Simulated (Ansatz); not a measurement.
B4C (Cm, No. 8, 15 atoms in the cell; start mp-1238815) was calculated with HSE06 (plane waves, PAW; Ansatz, an electronic-structure program).

Settings: plane-wave cutoff 500 eV, 6×6×6 k mesh, gaussian smearing 0.02 eV, scalar-relativistic PAW data made under PBE.

Cell (relaxed with r²SCAN):

```yaml
crystal:
  lattice:
    - [4.37660, -2.79702, -0.00005]
    - [4.37660, 2.79702, -0.00005]
    - [-2.43094, 0.00000, 4.42100]
  atoms:
    - { symbol: B, position: [0.50815, 0.50815, 0.16253] }
    - { symbol: B, position: [0.49771, 0.17583, 0.51530] }
    - { symbol: B, position: [0.17583, 0.49771, 0.51530] }
    - { symbol: B, position: [0.50610, 0.83101, 0.49539] }
    - { symbol: B, position: [0.83101, 0.50610, 0.49539] }
    - { symbol: B, position: [0.69343, 0.69343, 0.81941] }
    - { symbol: B, position: [0.31000, 0.31000, 0.18816] }
    - { symbol: B, position: [0.69679, 0.18818, 0.30522] }
    - { symbol: B, position: [0.18818, 0.69679, 0.30522] }
    - { symbol: B, position: [0.30395, 0.81744, 0.70080] }
    - { symbol: B, position: [0.81744, 0.30395, 0.70080] }
    - { symbol: B, position: [0.99948, 0.99948, 0.01096] }
    - { symbol: C, position: [0.49697, 0.49697, 0.82499] }
    - { symbol: C, position: [0.87577, 0.87577, 0.11840] }
    - { symbol: C, position: [0.12054, 0.12054, 0.89606] }
```

Question: What does this level give for the band gap?

Answer: 
- band gap = 3.80 eV (on the SCF k mesh)

Note: cell and atoms aren't relaxed at this level (largest force component 0.14 eV/Å, pressure -2.0 GPa).

Static lattice: no zero-point or thermal effects.

A start named mp-… is a Materials Project structure, which need not be a measured phase.
